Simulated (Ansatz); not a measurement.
Here is the system:

```
CuI
1.0
    3.93308     0.00000     0.00000
    0.00000     3.93308     0.00000
    0.00000     0.00000     5.98051
Cu I
2 2
Cartesian
  1.96654   1.96654   0.00000
  0.00000   0.00000   0.00000
  1.96654   0.00000   1.70292
  0.00000   1.96654   4.27759
```

These are PBEsol+D3BJ with spin-orbit coupling, rigid bands (plane waves, PAW; Ansatz, an electronic-structure program) values and carry that method's errors. Cell: cell and atoms relaxed with PBEsol+d3bj.

### Question
What conductivity effective mass do dilute electrons have at 300 K?

### Answer
0.174 (x), 0.174 (y), 0.24 (z) mₑ.

### Question
Predict the hole conductivity mass (n e² τ/σ) at 300 K, by direction if it differs.

### Answer
0.32 (x), 0.32 (y), 0.61 (z) mₑ.

### Question
And the band gap?

### Answer
1.22 eV at this level; semilocal functionals usually fall short of the measured gap.

Rigid bands, one relaxation time for all states, no polarons. Geometry: cell and atoms relaxed with PBEsol+D3(BJ).

Computed structure with no diffraction record at hand here (it may be known, metastable or hypothetical): CuI (P4/nmm). PBEsol with a dispersion correction tends to overbind, so the cell can be several per cent short, in bad cases over ten, which usually narrows a gap: CuI (P4/nmm).
